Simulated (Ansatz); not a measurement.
Candidates (primitive cells; geometry: cell and atoms relaxed with PBEsol):
A. C (P6_3/mmc), a = 2.499 Å, b = 2.499 Å, c = 4.161 Å, α = 90.00°, β = 90.00°, γ = 120.00°
B. CsH (Fm-3m), a = 4.422 Å, b = 4.422 Å, c = 4.422 Å, α = 60.00°, β = 60.00°, γ = 60.00°
C. La2O3 (P-3m1), a = 3.906 Å, b = 3.906 Å, c = 6.040 Å, α = 90.00°, β = 90.00°, γ = 120.00°
D. InP (F-43m), a = 4.1566 Å, b = 4.1566 Å, c = 4.1566 Å, α = 60.00°, β = 60.00°, γ = 60.00°
E. RbBr (Fm-3m), a = 4.839 Å, b = 4.839 Å, c = 4.839 Å, α = 60.00°, β = 60.00°, γ = 60.00°

### Question
Rank these by Seebeck coefficient, n-type 1e19 cm⁻³ (lowest first), as Ansatz (a program for electronic structure) with r2SCAN, rigid bands gives it.

### Answer
C (-440 μV/K), B (-318 μV/K), A (-237 μV/K), E (-182 μV/K), D (-59 μV/K)

Seebeck coefficients are for the stated density at 300 K, with one relaxation time for all states and whether or not that doping can be reached. Spin-orbit coupling is left out.

Formula and space group known from diffraction (Crystallography Open Database), not checked to be the room-temperature form: CsH (Fm-3m), RbBr (Fm-3m).
